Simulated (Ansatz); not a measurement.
Start from AlN in the zinc blende structure (space group F-43m, No. 216; a = 4.378 Å). Axes: x, y, z lie along the cube axes.

Calculations: PBEsol/PAW in Ansatz (a program for electronic structure), scalar-relativistic without spin-orbit coupling.

A first run, uniaxial strain ε_yy = +1.31 %, gives secant values C11 ≈ 280 GPa and C12 ≈ 150 GPa from its stress. A second run applies isotropic strain −1.12 %.

**Question.** What does linear elasticity predict for the bulk modulus −ΔP/(ΔV/V₀) in the second run, and what does the run give?

**Answer.** Linear elasticity: (C11 + 2 C12)/3 = 190 GPa. The run gives 220 GPa; any difference comes from nonlinear terms at these strains and numerical noise.

Whether these cells are dynamically stable was not tested. This is not the structure that AlN has at room temperature and ambient pressure.
